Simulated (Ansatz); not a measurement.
Start from WC (space group P-6m2, No. 187; relaxed with 0.1 eV smearing).

```yaml
crystal:
  lattice:
    - [2.92246, 0.00000, 0.00000]
    - [-1.46123, 2.53092, 0.00000]
    - [0.00000, 0.00000, 2.84619]
  atoms:
    - { symbol: W, position: [0.00000, 0.00000, 0.00000] }
    - { symbol: C, position: [0.66667, 0.33333, 0.50000] }
```

Cartesian axes are those of the cell as printed.

Level of theory: Ansatz (a program for electronic structure), PBE, PAW, cutoff 420 eV, no spin-orbit coupling.

One thing is altered: compressive biaxial strain of 1.34 % in the plane normal to [001], as in epitaxy on a mismatched substrate; the out-of-plane cell vector and the atoms relax.

Task: How does this affect the out-of-plane strain and in-plane stress?

Result: The out-of-plane strain amounts to +0.50 %; the mean in-plane stress (compression positive) comes out as +12.3 GPa.

No phonon test of stability was made. The final runs are not spin-polarised.
